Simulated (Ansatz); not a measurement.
Start from SnO$_{2}$ in the rutile structure (space group P4_2/mnm, No. 136; a = 4.7685 Å, c = 3.2114 Å).

Structures relaxed with PBEsol (Ansatz, a first-principles code; PAW; 420 eV plane waves; scalar-relativistic without spin-orbit coupling), earlier PAW set.

Base:

Simulated powder pattern, Cu Kα1, λ = 1.54056 Å (kinematic, ideal powder, no thermal factors, no anomalous dispersion; the 14 strongest lines at most, above 2 %, up to 2θ = 90°):

```json
[
 {"2θ (°)": "26.41", "I/Imax (%)": "100", "hkl": "(110)"},
 {"2θ (°)": "33.62", "I/Imax (%)": "81", "hkl": "(101)"},
 {"2θ (°)": "37.70", "I/Imax (%)": "23", "hkl": "(200)"},
 {"2θ (°)": "51.39", "I/Imax (%)": "66", "hkl": "(211)"},
 {"2θ (°)": "54.37", "I/Imax (%)": "16", "hkl": "(220)"},
 {"2θ (°)": "57.33", "I/Imax (%)": "7.9", "hkl": "(002)"},
 {"2θ (°)": "61.44", "I/Imax (%)": "15", "hkl": "(310)"},
 {"2θ (°)": "64.19", "I/Imax (%)": "15", "hkl": "(112)"},
 {"2θ (°)": "65.46", "I/Imax (%)": "20", "hkl": "(301)"},
 {"2θ (°)": "70.67", "I/Imax (%)": "7.8", "hkl": "(202)"},
 {"2θ (°)": "78.08", "I/Imax (%)": "13", "hkl": "(321)"},
 {"2θ (°)": "82.98", "I/Imax (%)": "8.8", "hkl": "(222)"},
 {"2θ (°)": "86.52", "I/Imax (%)": "4.2", "hkl": "(330)"},
 {"2θ (°)": "88.98", "I/Imax (%)": "11", "hkl": "(312)"}
]
```

Modification: full substitution O → C; the structure is relaxed again.

Task: How do the reflections move or split?

Result: 
Simulated powder pattern, Cu Kα1, λ = 1.54056 Å (kinematic, ideal powder, no thermal factors, no anomalous dispersion; the 14 strongest lines at most, above 2 %, up to 2θ = 90°):

| 2θ (°) | I/Imax (%) | hkl |
|---|---|---|
| 24.82 | 100 | (110) |
| 30.96 | 94 | (101) |
| 35.39 | 28 | (200) |
| 47.72 | 69 | (211) |
| 50.91 | 15 | (220) |
| 52.05 | 8.1 | (002) |
| 57.44 | 17 | (310) |
| 58.50 | 18 | (112) |
| 60.79 | 19 | (301) |
| 64.52 | 10 | (202) |
| 72.34 | 15 | (321) |
| 75.79 | 9.0 | (222) |
| 81.20 | 12 | (312) |
| 83.19 | 12 | (411) |

The indices refer to each structure's own conventional cell; one index is shown for lines that coincide.

Whether these cells are dynamically stable was not tested. As relaxed here, SnC2 is a hypothetical phase, not in the database extracts checked. The final runs are not spin-polarised.
